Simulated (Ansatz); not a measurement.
**fcc Al (0 0 1) on zinc-blende InAs (0 0 1) (film strained to the substrate, faces as cut)**

A periodic stack without vacuum, fcc Al (0 0 1) on zinc-blende InAs (0 0 1) (film strained to the substrate, faces as cut): substrate slab As12In10, film Al30, surface cells [[0, -1], [2, 1]] and [[-3, -1], [-1, -2]], film strained by -3.2 and -3.2 %, faces As/As and Al/Al as cut (like faces can put a slab off its formula).

The start was prepared with a machine-learned potential, and the result is one local minimum, with the in-plane cell held and forces under 0.04 eV/Å; the film can end far from its bulk form.

Method: PBE (plane waves to 420 eV, PAW; Ansatz, a program for electronic structure). Scalar-relativistic, without spin–orbit coupling; the runs are not spin-polarised; PBE gaps are too small against experiment. Its k-point mesh 4×4×1, Fermi–Dirac width 0.05 eV.

| Property | Result |
|---|---|
| interface area | 38.3 Å² |
| period | 30.15 Å |
| gaps between the outermost planes at the two interfaces | 1.57 and 1.62 Å |
| Al–As contacts across the interfaces within 1.22 times the sum of covalent radii | 10, mean 2.59 Å |

```
Al15In5As6
1.0
    6.18568    -0.00004     0.00839
   -0.00001     6.18557     0.03853
    1.58753     2.76673    30.16833
As In Al
12 10 30
Direct
  0.72955   0.21923   0.13963
  0.23595   0.73509   0.13780
  0.27356   0.30586   0.03452
  0.74445   0.74589   0.03206
  0.68049   0.12665   0.34416
  0.17744   0.62895   0.34442
  0.20653   0.17880   0.24186
  0.70464   0.67576   0.24125
  0.65239   0.01208   0.54971
  0.08653   0.55242   0.55514
  0.15748   0.07725   0.44857
  0.64635   0.58079   0.44575
  0.97155   0.95036   0.19100
  0.46610   0.45358   0.18956
  0.50308   0.00562   0.08398
  0.99175   0.49801   0.09031
  0.91774   0.85693   0.39638
  0.41323   0.34948   0.39485
  0.44314   0.90155   0.29291
  0.94101   0.40353   0.29298
  0.38951   0.79349   0.50089
  0.88421   0.31081   0.49666
  0.36495   0.30183   0.68956
  0.96989   0.50199   0.68706
  0.16069   0.89700   0.68906
  0.76875   0.09935   0.68728
  0.57459   0.70415   0.68885
  0.46910   0.03938   0.62285
  0.07887   0.22365   0.61818
  0.30423   0.62772   0.62216
  0.89736   0.82823   0.60710
  0.68558   0.43024   0.62132
  0.33138   0.23406   0.82670
  0.93378   0.43737   0.82677
  0.13077   0.83411   0.82766
  0.73276   0.03806   0.82692
  0.53277   0.63524   0.82709
  0.44913   0.97006   0.75814
  0.04715   0.16974   0.75865
  0.25204   0.56952   0.75864
  0.84936   0.76648   0.75853
  0.65040   0.36713   0.75815
  0.29192   0.14857   0.96272
  0.89706   0.37408   0.96477
  0.09030   0.76404   0.96826
  0.69922   0.99490   0.96240
  0.49284   0.56939   0.97837
  0.41811   0.89590   0.89627
  0.01397   0.10203   0.89679
  0.21523   0.50170   0.89823
  0.81361   0.70389   0.89833
  0.61066   0.31327   0.89624
```
